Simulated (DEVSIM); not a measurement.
Structure: abrupt GaSb p-n junction, at 350 K.

| layer (left to right) | material | thickness (μm) | Nd (cm⁻³) | Na (cm⁻³) | τn (s) | τp (s) |
|---|---|---|---|---|---|---|
| 1 | GaSb | 0.400 | - | 1.4e15 | 5.1e-9 | 5.1e-9 |
| 2 | GaSb | 6.00 | 1.3e15 | - | 5.1e-9 | 5.1e-9 |

Left contact: ohmic. Right contact: ohmic. Voltage is applied to the left contact. Recombination: SRH at mid-gap, radiative. Mobility is μmin + (μ − μmin)/(1 + (N/Nref)^α).

Constants are typed, rounded textbook-type inputs, not results; the design itself was drawn at random and stands for no fabricated device. Values at 300 K; Nc and Nv go as T^1.5, mobilities as T to minus their exponent, the gap by Varshni's rule with the affinity fixed.

```
parameter            GaSb
----------------  -------
gap (eV)            0.726
affinity (eV)        4.06
permittivity         15.7
Nc (cm⁻³)          2.1e17
Nv (cm⁻³)          1.8e19
μn (cm²/Vs)          5000
μp (cm²/Vs)           850
μn,min               1000
μp,min                190
Nref,n             2.8e17
Nref,p               9e17
αn                   1.05
αp                   0.65
T exponent of μn        2
T exponent of μp      1.7
B (cm³/s)           1e-10
Varshni α (eV/K)  0.00042
Varshni β (K)         140
```

DEVSIM, 1D drift-diffusion, Boltzmann statistics, complete ionisation; no tunnelling, impact ionisation, image-force lowering or self-heating.

The thickness of layer 2 was swept, all else fixed.

```csv
thickness of layer 2 (μm),dark forward voltage at 100 A/cm² (V)
1.2,0.210
2.1,0.222
3.6,0.240
6,0.269
10,0.318
18,0.421
30,0.577
```

From the first row to the last the dark forward voltage at 100 A/cm² goes from 0.210 to 0.577.
